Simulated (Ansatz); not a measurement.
Partial pair distribution functions of a relaxed model of amorphous Al$_{12}$As$_{12}$S$_{36}$, broadened by 0.06 Å; density 2.77 g/cm³. The numbers are results of PBE-D3(BJ), scalar-relativistic without spin-orbit coupling (plane waves to 420 eV, PAW; Ansatz, a program for electronic structure), not measurements.

The cell was made by melting and quenching with the CHGNet potential and then relaxed with DFT. The hot cell started wider than the set density and was brought back towards it in steps. It is the lowest in DFT energy of 3 quenches. It is a model cell: composition and starting density were chosen by hand, and all elements were melted together. The geometry includes D3(BJ) dispersion. Its density started from a set value of 2.46 and ended at 2.77 g/cm³. The simulated quench (nominally 120 K/ps over its main leg) is rapid and tends to freeze in more defects than a deposited or slowly cooled glass has. Values belong to this one cell and scatter from quench to quench. Volume and shape were free in the relaxation.

| r (Å) | g Al-S | g As-S | g Al-Al | g As-As |
|---|---|---|---|---|
| 2.00 | 0.01 | 0.00 | 0.00 | 0.00 |
| 2.10 | 0.64 | 0.21 | 0.00 | 0.00 |
| 2.20 | 7.02 | 3.15 | 0.00 | 0.00 |
| 2.30 | 10.47 | 7.04 | 0.00 | 0.00 |
| 2.40 | 5.32 | 4.21 | 0.00 | 0.09 |
| 2.50 | 2.60 | 0.93 | 0.00 | 1.71 |
| 2.60 | 0.41 | 0.10 | 0.00 | 2.63 |
| 2.70 | 0.01 | 0.13 | 0.00 | 0.35 |
| 2.80 | 0.00 | 0.38 | 0.03 | 0.00 |
| 2.90 | 0.00 | 0.80 | 0.67 | 0.00 |
| 3.00 | 0.00 | 0.99 | 1.63 | 0.00 |
| 3.10 | 0.04 | 0.68 | 3.03 | 0.19 |
| 3.20 | 0.25 | 0.64 | 3.36 | 1.18 |
| 3.30 | 0.19 | 0.96 | 2.19 | 1.46 |
| 3.40 | 0.20 | 1.58 | 2.48 | 1.22 |
| 3.50 | 0.66 | 0.69 | 1.59 | 0.34 |
| 3.60 | 0.52 | 0.93 | 2.17 | 0.68 |
| 3.70 | 0.55 | 1.07 | 3.83 | 1.17 |
| 3.80 | 0.61 | 0.84 | 2.29 | 2.21 |
| 3.90 | 0.67 | 0.40 | 0.84 | 1.94 |
| 4.00 | 0.83 | 0.54 | 0.09 | 2.11 |
| 4.10 | 0.93 | 0.73 | 0.01 | 0.44 |
| 4.20 | 0.84 | 0.70 | 0.29 | 0.59 |
| 4.30 | 1.18 | 0.80 | 0.59 | 0.20 |
| 4.40 | 1.24 | 0.98 | 0.58 | 0.23 |
| 4.50 | 1.12 | 0.86 | 0.36 | 0.49 |
| 4.60 | 0.97 | 0.70 | 0.51 | 0.07 |
| 4.70 | 0.76 | 1.17 | 0.49 | 0.20 |
| 4.80 | 1.14 | 1.08 | 1.33 | 0.98 |
| 4.90 | 1.23 | 0.92 | 0.48 | 1.06 |
| 5.00 | 1.42 | 0.70 | 0.80 | 1.44 |
| 5.10 | 1.32 | 0.98 | 1.25 | 1.61 |
| 5.20 | 1.46 | 1.38 | 0.54 | 0.73 |
| 5.30 | 1.13 | 1.43 | 0.73 | 1.49 |
| 5.40 | 1.21 | 1.05 | 0.15 | 2.11 |
| 5.50 | 1.43 | 1.33 | 0.41 | 1.41 |

Within 2.70 Å each Al has 4.50 S neighbours on average.
